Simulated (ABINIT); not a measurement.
# Worked example: self-consistent single point of Pt (Fm-3m, 1 atom in the cell) in ABINIT

Computed with PBE, PAW (JTH v2.0 PBE PAW) (plane waves; ABINIT).

Input as run:

```
# Pt, JTH v2.0 PBE PAW
pp_dirpath "./"
pseudos "Pt.GGA_PBE-JTH.xml"
acell 5.3664633911 5.3664633911 5.3664633911
rprim
         0.0000000000    0.7071067812    0.7071067812
         0.7071067812    0.0000000000    0.7071067812
         0.7071067812    0.7071067812    0.0000000000
natom 1
ntypat 1
znucl 78
typat 1
xred    0.0000000000    0.0000000000    0.0000000000
ecut 42 Ry
pawecutdg 84 Ry
pawxcdev 0
ixc 11
occopt 3
tsmear 0.05 eV
nband 10
kptopt 1
ngkpt 11 11 11
nshiftk 1
shiftk 0 0 0
nstep 80
tolvrs 1.0e-10
prtwf 0
prtden 0
enunit 1
```

The program printed (abridged):

```
 Symmetries : space group Fm -3 m (#225); Bravais cF (face-center cubic)

 -outvars: echo values of preprocessed input variables --------
            acell      5.3664633911E+00  5.3664633911E+00  5.3664633911E+00 Bohr
             ecut      2.10000000E+01 Hartree
           enunit           1
              ixc          11
         kptrlatt       11    0    0      0   11    0      0    0   11
          kptrlen      5.90310973E+01
            natom           1
            nband          10
            ngfft          24      24      24
          ngfftdg          32      32      32
             nkpt          56
            nstep          80
             nsym          48
           ntypat           1
           occopt           3
        pawecutdg      4.20000000E+01 Hartree
         pawxcdev           0
            rprim      0.0000000000E+00  7.0710678120E-01  7.0710678120E-01
                       7.0710678120E-01  0.0000000000E+00  7.0710678120E-01
                       7.0710678120E-01  7.0710678120E-01  0.0000000000E+00
          spgroup         225
           tolvrs      1.00000000E-10
           tsmear      1.83746627E-03 Hartree
            typat      1
           useylm           1
            znucl       78.00000

== DATASET  1 ==================================================================

 Exchange-correlation functional for the present dataset will be:
  GGA: Perdew-Burke-Ernzerhof functional - ixc=11
 Citation for XC functional:
  J.P.Perdew, K.Burke, M.Ernzerhof, PRL 77, 3865 (1996)

 Real(R)+Recip(G) space primitive vectors, cartesian coordinates (Bohr,Bohr^-1):
 R(1)=  0.0000000  3.7946627  3.7946627  G(1)= -0.1317640  0.1317640  0.1317640
 R(2)=  3.7946627  0.0000000  3.7946627  G(2)=  0.1317640 -0.1317640  0.1317640
 R(3)=  3.7946627  3.7946627  0.0000000  G(3)=  0.1317640  0.1317640 -0.1317640
 Unit cell volume ucvol=  1.0928222E+02 bohr^3
 Angles (23,13,12)=  6.00000000E+01  6.00000000E+01  6.00000000E+01 degrees

 Coarse grid specifications (used for wave-functions):

 getcut: wavevector=  0.0000  0.0000  0.0000  ngfft=  24  24  24
         ecut(hartree)=     21.000   => boxcut(ratio)=   2.16795

 Fine grid specifications (used for densities):

 getcut: wavevector=  0.0000  0.0000  0.0000  ngfft=  32  32  32
         ecut(hartree)=     42.000   => boxcut(ratio)=   2.04396

   3.18926860E+02                                ecore*ucvol(ha*bohr**3)

_setup2: Arith. and geom. avg. npw (full set) are     502.199     502.165

--- !BeginCycle
solver: {iscf: 17, nstep: 80, nline: 4, wfoptalg: 10, }
tolerances: {tolvrs: 1.00E-10, }
...

     iter   Etot(hartree)      deltaE(h)  residm     nres2
 ETOT  1  -26.904480758080    -2.690E+01 5.945E-01 1.144E+01
 ETOT  2  -27.055511364142    -1.510E-01 7.499E-02 7.096E+00
 ETOT  3  -27.022411463539     3.310E-02 2.658E-02 9.434E-01
 ETOT  4  -27.021567393704     8.441E-04 9.461E-03 2.130E-01
 ETOT  5  -27.021656535652    -8.914E-05 4.792E-03 5.300E-02
 ETOT  6  -27.021712598308    -5.606E-05 1.957E-03 4.578E-02
   [... 24 lines left out ...]
 ETOT 31  -27.021756859984    -1.791E-12 2.284E-05 6.019E-10
 ETOT 32  -27.021756859987    -3.205E-12 1.866E-05 3.241E-10
 ETOT 33  -27.021756859986     4.512E-13 1.659E-05 6.117E-10
 ETOT 34  -27.021756859986     3.197E-13 1.815E-05 1.645E-10
 ETOT 35  -27.021756859986     3.553E-14 1.587E-05 2.437E-11

 At SCF step   35       nres2   =  2.44E-11 < tolvrs=  1.00E-10 =>converged.

 Cartesian components of stress tensor (hartree/bohr^3)
  sigma(1 1)=  2.65256363E-04  sigma(3 2)=  0.00000000E+00
  sigma(2 2)=  2.65256363E-04  sigma(3 1)=  0.00000000E+00
  sigma(3 3)=  2.65256363E-04  sigma(2 1)=  0.00000000E+00

 ----iterations are completed or convergence reached----

 reduced coordinates (array xred) for    1 atoms
       0.000000000000      0.000000000000      0.000000000000
 cartesian forces (eV/Angstrom) at end:
    1     -0.00000000000000    -0.00000000000000    -0.00000000000000
 frms,max,avg= 0.0000000E+00 0.0000000E+00   0.000E+00  0.000E+00  0.000E+00 e/A
 length scales=  5.366463391100  5.366463391100  5.366463391100 bohr
              =  2.839810117303  2.839810117303  2.839810117303 angstroms
 Fermi (or HOMO) energy (eV) =   8.07932   Average Vxc (eV)= -12.10249
 Eigenvalues (   eV  ) for nkpt=  56  k points:
 kpt#   1, nband= 10, wtk=  0.00075, kpt=  0.0000  0.0000  0.0000 (reduced coord)
  -1.30571    4.74839    4.74839    4.74839    6.66160    6.66160   23.63581   28.14880
  28.14880   28.14880
 prteigrs : prtvol=0 or 1, do not print more k-points.

--- !EnergyTerms
comment             : Components of total free energy in Hartree
kinetic             :  8.17342891263619E+00
hartree             :  2.23620496646604E+00
xc                  : -2.88879061004955E+00
Ewald energy        : -3.02059925418095E+01
psp_core            :  2.91837825929831E+00
local_psp           : -9.64376668264873E+00
spherical_terms     :  2.38949664003435E+00
internal            : -2.70210410560729E+01
'-kT*entropy'       : -7.12104214109281E-04
total_energy        : -2.70217531602870E+01
total_energy_eV     : -7.35299297814739E+02
...

-Cartesian components of stress tensor (GPa)         [Pressure= -7.8041E+00 GPa]
- sigma(1 1)=  7.80411031E+00  sigma(3 2)=  0.00000000E+00
- sigma(2 2)=  7.80411031E+00  sigma(3 1)=  0.00000000E+00
- sigma(3 3)=  7.80411031E+00  sigma(2 1)=  0.00000000E+00

 Calculation completed.
```

The run converged in 35 iterations.

The starting cell comes from a database of computed structures (which also holds hypothetical and non-ambient phases and stackings), without a prior relaxation at this level. Its lattice was rescaled by a random factor within 2.5 % of one. Spin polarisation is off. With a pressure of about -8 GPa the cell is away from its equilibrium volume at this level.

Cost on one core of a shared machine: roughly 70 s.
